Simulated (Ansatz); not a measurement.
Input and output of a relaxation of the atoms for Lu2SeO2 (P3m1, 5 atoms in the cell) (Ansatz, a program for electronic structure).

Method: LDA (PW92), default PAW files made with PBE (plane waves; Ansatz).

The change in words: one atom moved by 0.15 angstrom; relax: default → atoms; relax.f_tol: default → 0.2 eV/Å. Reference geometry:
```xyz
5
Lattice="3.7272 0.0000 0.0000 -1.8636 3.2279 0.0000 0.0000 0.0000 6.6668" Properties=species:S:1:pos:R:3 pbc="T T T"
Lu     0.0000     2.1519     1.9547
Lu     1.8636     1.0760     4.7121
Se     0.0000     0.0000     0.0000
O      0.0000     2.1519     4.1674
O      1.8636     1.0760     2.4994
```

Reference input (self-consistent single point, DFT, LDA (PW92), plane waves, default PAW files made with PBE): basis.ecutwfc = 30.9 Ry; kpoints.mp_grid.grid = 8 8 4; hamiltonian.xc = lda; hamiltonian.pseudopotentials = {kind: paw} (the program's default PAW files); scf.occupations.method = fermi_dirac; scf.occupations.width = 0.0015 Ry. This run's input differs from it in these lines:

```diff
@@ -7,3 +7,3 @@
   atoms:
-    - { symbol: Lu, position: [0.333333, 0.666667, 0.293200] }
+    - { symbol: Lu, position: [0.333333, 0.666667, 0.315700] }
     - { symbol: Lu, position: [0.666667, 0.333333, 0.706800] }
@@ -25,2 +25,4 @@
     width: 0.0015 Ry
+relax:
+  f_tol: 0.2
 output:
```

The program printed (abridged):

```
   [... SCF lines of the steps left out ...]
relax step   1: F+E_penalty+E_count = -35490.26457462 eV  Δ(F+E_penalty+E_count) = +0.000e0 eV  max|allowed force component| = 2.552e0 eV/Å  Δτ_max = 0.0000 Å  (7 SCF iters, dr2 threshold 1.00e-4 eV, accepted)
relax step   2: F+E_penalty+E_count = -35490.25753753 eV  Δ(F+E_penalty+E_count) = +7.037e-3 eV  max|allowed force component| = 1.866e0 eV/Å  Δτ_max = 0.1572 Å  (8 SCF iters, dr2 threshold 1.00e-4 eV, rejected (line search))
relax step   3: F+E_penalty+E_count = -35490.42128228 eV  Δ(F+E_penalty+E_count) = -1.567e-1 eV  max|allowed force component| = 7.654e-1 eV/Å  Δτ_max = 0.0769 Å  (11 SCF iters, accepted)
relax step   4: F+E_penalty+E_count = -35490.45149343 eV  Δ(F+E_penalty+E_count) = -3.021e-2 eV  max|allowed force component| = 1.501e-2 eV/Å  Δτ_max = 0.0457 Å  (9 SCF iters, accepted)
the relaxation is at rest under the 6 symmetry operations that the run kept from its start: a minimum is not shown …
Free energy (F): -35490.451493 eV
Internal energy: -35490.451493 eV  (E = F + TS)
E sigma→0 (E₀):  -35490.451493 eV
Fermi energy:    14.409021 eV
--- Forces (eV/Å), atoms counted from 1 ---
  atom   1  Lu     0.00000000    -0.00000000    -0.00328708
  atom   2  Lu     0.00000000     0.00000000    -0.00249177
  atom   3  Se     0.00000000    -0.00000000     0.01508221
  atom   4  O      0.00000000    -0.00000000    -0.00129658
  atom   5  O      0.00000000     0.00000000    -0.00763798
--- Stress (GPa, compression-positive) ---
       -5.225390       0.000000       0.000000
   [... lines left out ...]
    - { symbol: Lu, position: [0.6666666666666665, 0.33333333333333326, 0.711808862809376] }
    - { symbol: Se, position: [2.340471546044786e-35, 5.369901816354999e-35, 0.004286990860621622] }
    - { symbol: O, position: [0.33333333333333326, 0.6666666666666665, 0.6298203599354413] }
    - { symbol: O, position: [0.6666666666666665, 0.33333333333333326, 0.37926427176941624] }
```

The run converged. 

Summary of the result:
| Quantity | Value |
|---|---|
| Free energy E − TS (on the zero of these files) | -35490.4515 eV |
| Top of the valence band (on the code's own zero) | 13.49 eV |
| Gap on the k-point mesh | 1.81 eV |
| Pressure | -5.25 GPa |
| Largest force (vector length) | 0.015 eV/Å |
| Relaxation steps | 4 |

The starting cell comes from a database of computed structures (which also holds hypothetical and non-ambient phases and stackings), without a prior relaxation at this level. Its lattice was rescaled by up to half a per cent. For this run, on top of that: one atom moved by 0.15 angstrom. Spin-orbit coupling is off. The relaxation keeps the symmetry of its start, so its end need not be a minimum. Ansatz's pressure includes its estimate of the finite-basis (Pulay) stress.

Cost on one core of a shared machine: roughly 70 s.

Keys are those of Ansatz 0.2.
